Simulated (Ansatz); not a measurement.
We consider AlB2-type MgB₂, described by PBE-D3(BJ) (Ansatz, an electronic-structure program, plane waves, PAW).

Run with plane-wave cutoff 520 eV, 24×24×18 k mesh (along the axes of the cell as run), Fermi–Dirac smearing 0.086 eV (set by the program), scalar-relativistic PAW data made under PBE.

Cell (relaxed at this level):

```
MgB2
1.0
    3.04708     0.00000     0.00000
   -1.52354     2.63884     0.00000
    0.00000     0.00000     3.47019
Mg B
1 2
Direct
  0.00000   0.00000   0.00000
  0.66667   0.33333   0.50000
  0.33333   0.66667   0.50000
```

### Question
Estimate the elastic constant C66, Voigt–Reuss–Hill shear modulus (Hill average), Voigt–Reuss–Hill bulk modulus, elastic constant C11, elastic constant C13, elastic constant C12, elastic constant C33 and elastic constant C44 that the calculation returns.

### Answer

elastic constant C66: 196 GPa
Voigt–Reuss–Hill shear modulus (Hill average): 130 GPa
Voigt–Reuss–Hill bulk modulus: 156 GPa
elastic constant C11: 450 GPa
elastic constant C13: 37.5 GPa
elastic constant C12: 58.7 GPa
elastic constant C33: 276 GPa
elastic constant C44: 81.4 GPa

Note: the dispersion coefficients are held fixed in the derivatives.

Elastic constants are with the ions relaxed.

The result took roughly 23 core-minutes.
